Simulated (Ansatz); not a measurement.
## SiC under a change: biaxial strain −1.54 %, plane normal [001], relaxed out of plane

The parent structure is SiC (space group P6_3mc, No. 186; a = 3.0941 Å, c = 10.1292 Å). Axes: x lies along a and z along c of the hexagonal cell.

The change: biaxial strain −1.54 %, plane normal [001], relaxed out of plane (Cartesian); in-plane vectors clamped, the third vector and the atoms free.

Computed with DFT with PBE, PAW potentials and a 420 eV plane-wave cutoff in Ansatz (a quantum-chemistry and plane-wave program), no spin-orbit coupling, earlier PAW set. Settings: 12×12×4 k-points, 0.05 eV Fermi–Dirac smearing.

- Volume per atom = 10.21 Å³ (base 10.50 Å³)
- Space group = P6_3mc (No. 186) (base P6_3mc (No. 186))
- Shortest interatomic distance = 3.537 bohr (base 3.578 bohr)
- Pressure (mean of the normal stresses, compression positive) = 6.36 GPa (base 0.00 GPa)
- Band gap = 2.10 eV (base 2.22 eV)
- Gap character = indirect, Γ → M (base indirect, Γ → M)
- Smallest direct gap = 3.28 eV (base 3.34 eV)
- Width of the top valence band = 2.61 eV (base 2.43 eV)
- Electron mass = 0.53 mₑ along k, 0.30 mₑ across (at M)
- Valence-band top at Γ (three highest levels, from the VBM) = 0.00, 0.00, -0.24 eV (base 0.00, 0.00, -0.05 eV)
- Out-of-plane strain = +0.31 %
- Ratio −ε⊥/ε∥ = 0.20
- Mean in-plane stress (compression positive) = +9.5 GPa

Final structure (turned so that z lies along the plane normal):

```xyz
8
Lattice="3.0465 0.0000 0.0000 1.5232 2.6383 0.0000 0.0000 0.0000 10.1609" Properties=species:S:1:pos:R:3 pbc="T T T"
Si     0.0000     0.0000    -0.0021
Si     0.0000     0.0000     5.0783
Si     3.0465     1.7589     7.6184
Si     1.5232     0.8794     2.5380
C      0.0000     0.0000     8.2640
C      0.0000     0.0000     3.1836
C      3.0465     1.7589     5.7180
C      1.5232     0.8794     0.6376
```

Masses are band curvatures over ±0.01 Å⁻¹ around the edge. Along k means along the line from Γ to the band edge. Whether these cells are dynamically stable was not tested.
